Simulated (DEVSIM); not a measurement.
Structure: TaN/SiO2/p-InP capacitor, at 300 K.

```tsv
layer (left to right)	material	thickness (nm)	Na (cm⁻³)
1	SiO2	8.80	-
2	InP	1500	1.7e17
```

Metal gate on the left, work function 4.4 eV. Fixed charge at the semiconductor interface -1.58e12 cm⁻² (in units of +e); no interface traps.

This is a model device: material constants are rounded textbook-type values typed into the input, and sizes, dopings and lifetimes were drawn at random. Values at 300 K.

| parameter | SiO2 | InP |
|---|---|---|
| gap (eV) | 9 | 1.344 |
| affinity (eV) | 0.9 | 4.38 |
| permittivity | 3.9 | 12.5 |
| Nc (cm⁻³) | - | 5.7e17 |
| Nv (cm⁻³) | - | 1.1e19 |

DEVSIM, 1D Poisson equation in equilibrium, Boltzmann statistics, complete ionisation; no quantum confinement or tunnelling. Metal contacts follow the ideal Schottky-Mott rule: no Fermi-level pinning, no interface dipoles.

Task: Tabulate band edges, carrier densities and field at -0.2 V on the gate.

Result: Energies count from the Fermi level of the right contact; mesh points crowd at the junctions.

```csv
x (μm),Ec (eV),Ev (eV),n (cm⁻³),p (cm⁻³),field (V/cm)
0.000,3.700,-5.300,< 1e2,< 1e2,980000
0.001088,3.807,-5.193,< 1e2,< 1e2,980000
0.003032,3.998,-5.002,< 1e2,< 1e2,980000
0.005715,4.263,-4.737,< 1e2,< 1e2,980000
0.008113,4.498,-4.502,< 1e2,< 1e2,980000
0.009062,1.087,-0.257,< 1e2,5.4e14,78000
0.01054,1.099,-0.245,< 1e2,8.3e14,74000
0.01537,1.132,-0.212,< 1e2,3.0e15,62000
0.02338,1.174,-0.170,< 1e2,1.5e16,44000
0.04079,1.221,-0.123,< 1e2,9.4e16,14000
0.07512,1.236,-0.108,< 1e2,1.7e17,580
0.1877,1.236,-0.108,< 1e2,1.7e17,≈ 0
0.3742,1.236,-0.108,< 1e2,1.7e17,≈ 0
0.7539,1.236,-0.108,< 1e2,1.7e17,≈ 0
1.219,1.236,-0.108,< 1e2,1.7e17,≈ 0
1.367,1.236,-0.108,< 1e2,1.7e17,≈ 0
1.442,1.236,-0.108,< 1e2,1.7e17,≈ 0
1.477,1.236,-0.108,< 1e2,1.7e17,≈ 0
1.498,1.236,-0.108,< 1e2,1.7e17,≈ 0
1.504,1.236,-0.108,< 1e2,1.7e17,≈ 0
1.507,1.236,-0.108,< 1e2,1.7e17,≈ 0
1.509,1.236,-0.108,< 1e2,1.7e17,≈ 0
```
